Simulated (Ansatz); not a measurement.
The starting structures come from a database of crystals and need not be the phases stable at ambient conditions.

 Where the default PAW files enter, the runs use the earlier of Ansatz's two default sets.

By LDA and PBEsol, the system below comes out a metal.

Here is the system:

```xyz
3
Lattice="4.0620 0.0000 0.0000 -2.0310 3.5178 0.0000 0.0000 0.0000 5.4091" Properties=species:S:1:pos:R:3 pbc="T T T"
Ba     0.0000     0.0000     0.0000
Si     2.0310     1.1726     3.0520
Si     0.0000     2.3452     2.3571
```

Space group of this cell: P-3m1. The cell is taken as given; by PBEsol its mean pressure is -2.4 GPa.

The current runs along the normal of the first two printed vectors, the (001) plane. All runs by Ansatz (a first-principles code), plane waves and PAW, without spin-orbit coupling; the base is PBEsol.

| run | mean pressure (GPa) | G/A, both spins (10¹⁵ S/m²) |
|---|---|---|
| base | -2.4 | 0.29 |
| all lengths scaled by 0.98 | 0.9 | 0.31 |
| all lengths scaled by 1.02 | -4.8 | [?] |
| lda in place of pbesol | -3.7 | 0.29 |
| lengths across the current scaled by 0.98, ions clamped | -0.1 | 0.30 |
| lengths across the current scaled by 1.02, ions clamped | -4.2 | 0.26 |
| lengths along the current scaled by 0.97, ions clamped | -1.1 | 0.31 |
| lengths along the current scaled by 1.03, ions clamped | -3.5 | 0.26 |

Question: Complete the blanks.

Answer: 
- all lengths scaled by 1.02, G/A, both spins (10¹⁵ S/m²): 0.25
